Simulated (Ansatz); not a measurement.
Formation energy of the bound charge states of Mn on the Al site in wurtzite AlN (start: the Al site; 96-site cell, 2×2×2 shifted sampling) against the Fermi level, N-rich (Δμ(Al) = -2.74 eV, Δμ(Mn) = -0.44 eV, bounded by Mn2N (Pbcn); only phases computed here count, gases as isolated molecules at 0 K). These are PBE, PAW (plane waves to 420 eV; Ansatz, a program for electronic structure) values and carry that method's errors.

Cell and caveats: 96-site cell; 2×2×2 shifted k-points; host gap 4.03 eV; charged states image-corrected; no Hubbard U; not converged in cell size; flagged in the runs: a host whose relaxation on this sampling wasn't shown to rest.

Left out: charge −2 (level within 0.1 eV of a band edge or past it).

```json
[
 {"E_F − E_VBM (eV)": "0.00", "q = +1": "0.04", "q = 0": "1.27", "q = −1": "3.30"},
 {"E_F − E_VBM (eV)": "0.50", "q = +1": "0.54", "q = 0": "1.27", "q = −1": "2.79"},
 {"E_F − E_VBM (eV)": "1.01", "q = +1": "1.05", "q = 0": "1.27", "q = −1": "2.29"},
 {"E_F − E_VBM (eV)": "1.51", "q = +1": "1.55", "q = 0": "1.27", "q = −1": "1.78"},
 {"E_F − E_VBM (eV)": "2.02", "q = +1": "2.05", "q = 0": "1.27", "q = −1": "1.28"},
 {"E_F − E_VBM (eV)": "2.52", "q = +1": "2.56", "q = 0": "1.27", "q = −1": "0.77"},
 {"E_F − E_VBM (eV)": "3.03", "q = +1": "3.06", "q = 0": "1.27", "q = −1": "0.27"},
 {"E_F − E_VBM (eV)": "3.53", "q = +1": "3.57", "q = 0": "1.27", "q = −1": "-0.23"},
 {"E_F − E_VBM (eV)": "4.03", "q = +1": "4.07", "q = 0": "1.27", "q = −1": "-0.74"}
]
```

Crossings of the lowest lines: (+1/0) at 1.23 eV; (0/−1) at 2.02 eV.
